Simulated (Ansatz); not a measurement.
**Effect of isotropic strain +0.50 % on InAs**

Consider InAs in the zinc blende structure (space group F-43m, No. 216; a = 6.186 Å).

It is then changed as follows: every lattice vector is stretched by 0.50 %; the atoms relax in the strained cell.

Level of theory: PBE (Ansatz, a program for electronic structure, PAW, no spin-orbit coupling). Γ-centred 9×9×9 mesh, Fermi–Dirac width 0.05 eV.

| quantity | base | changed | shift |
|---|---|---|---|
| volume per atom | 29.59 Å³ | 30.04 Å³ | +0.45 Å³ |
| space group | F-43m (No. 216) | F-43m (No. 216) | – |
| shortest interatomic distance | 2.679 Å | 2.692 Å | +0.013 Å |
| energy relative to the base (free energy F) | 0 meV/atom | +1.0 meV/atom | +1.0 meV/atom |
| pressure | 0.0 GPa | -0.7 GPa | -0.7 GPa |
| band gap | zero | zero | – |

No phonon test of stability was made. All final runs are without spin polarisation. The zero or small gap of InAs can change with the level of theory.
